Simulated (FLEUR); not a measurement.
A self-consistent single point of V6FeNi (Pm-3, 8 atoms in the cell) with FLEUR.

Method: LDA (Perdew-Zunger), all-electron FLAPW (FLEUR), scalar-relativistic valence.

```xyz
8
Lattice="4.6297 0.0000 0.0000 0.0000 4.6297 0.0000 0.0000 0.0000 4.6297" Properties=species:S:1:pos:R:3 pbc="T T T"
V      0.0000     2.3149     3.4626
V      0.0000     2.3149     1.1671
V      3.4626     0.0000     2.3149
V      1.1671     0.0000     2.3149
V      2.3149     3.4626     0.0000
V      2.3149     1.1671     0.0000
Fe     2.3149     2.3149     2.3149
Ni     0.0000     0.0000     0.0000
```

Reference input (self-consistent single point, DFT, PBEsol, all-electron FLAPW (FLEUR), scalar-relativistic valence): Kmax = 4 1/bohr; GmaxXC = 16 1/bohr; xcFunctional = PBEs; jspins = 1; l_soc = F; mode = hist; fermiSmearingEnergy = 0.00367493 Htr; mesh (inpgen div1-3) = 5 5 5; inpgen gamma flag = false; Gmax = 16 1/bohr; numbands = 0; maxIterBroyd = 15. This run's input differs from it in these lines:

```diff
@@ -20,3 +20,3 @@
 &comp jspins=1 /
-&exco xctyp='PBEs' /
+&exco xctyp='pz' /
 &kpt div1=5 div2=5 div3=5 /
@@ -33,3 +33,3 @@
       <coreElectrons ctail="T" frcor="F" kcrel="0" coretail_lmax="0"/>
-      <xcFunctional name="PBEs" relativisticCorrections="F"/>
+      <xcFunctional name="pz" relativisticCorrections="F"/>
       <magnetism jspins="1"/>
```

The program printed (abridged):

```
 Iteration:     1   Distance:      17.62839721 me/bohr^3
 Iteration:     2   Distance:      13.96013093 me/bohr^3
 Iteration:     3   Distance:      12.45673082 me/bohr^3
 Iteration:     4   Distance:       6.52852276 me/bohr^3
 Iteration:     5   Distance:       4.10123075 me/bohr^3
   [... 13 lines left out ...]
 Iteration:    19   Distance:       0.00016618 me/bohr^3
 Iteration:    20   Distance:       0.00006474 me/bohr^3
 Iteration:    21   Distance:       0.00001480 me/bohr^3
 Iteration:    22   Distance:       0.00000914 me/bohr^3
 Reset of history
 Run finished successfully
 Stop message:
   Structural relaxation: new displacements generated

[file out, last iteration]
             iter=     23
[...]
          total density-effective poten   -1.3464163982E+04
          total charge density-energy d   -3.7567340486E+02
 Updated energy parameters for spin:           1
[...]
 fermi energy and band-weighting factors:
   [... 8 lines left out ...]

[...]
FERMIE:
          first approx. to ef    (T=0)  :   0.442525 htr   (energy of the highest occ. eigenvalue)
          number of occ. states  (T=0)  :        609
          first approx. to seigv (T=0)  : -64.579722 htr
          sum of weights of occ. states :  55.072000
          sum of semicore charge        :   0.000000 e
FERHIS:  Fermi-Energy by histogram:
          bandgap                     :   0.000174 htr
   [... lines left out ...]
          charge neutrality (T=0)     :   0.144000    (zero if the highest occ. eigenvalue is "entirely" occupied)
     EF_NEWTON:  Adjust Fermi-Energy by Newton-Method.
 Direct bandgap for spin            1 :    2.2672030119358366E-003  Htr
 ---->    free energy=                     -8473.5005983267 htr
   [... lines left out ...]
 TOTAL FORCE FOR ATOM TYPE=  1  X=  0.000   Y=  4.374   Z= -2.206
                       FX_TOT= 0.000000 FY_TOT= 0.000000 FZ_TOT=-0.000927
 TOTAL FORCE FOR ATOM TYPE=  2  X=  4.374   Y=  4.374   Z=  4.374
                       FX_TOT= 0.000000 FY_TOT= 0.000000 FZ_TOT= 0.000000
 TOTAL FORCE FOR ATOM TYPE=  3  X=  0.000   Y=  0.000   Z=  0.000
                       FX_TOT= 0.000000 FY_TOT= 0.000000 FZ_TOT= 0.000000
```

The run converged in 22 iterations. FLEUR gives forces in its relaxation mode, with a further iteration, so its stop message speaks of a relaxation. Against the reference run the largest force goes from 0.028 to 0.048 eV/Å.

The starting cell comes from a database of computed structures (which also holds hypothetical and non-ambient phases and stackings), without a prior relaxation at this level. Spin polarisation is off. Values depend on the basis (sphere radii, cutoffs, local orbitals), which need not be converged. The log's line on a gap gives a spacing of levels on this mesh, which the program prints for metals too.

Cost on one core of a shared machine: roughly 3 min.
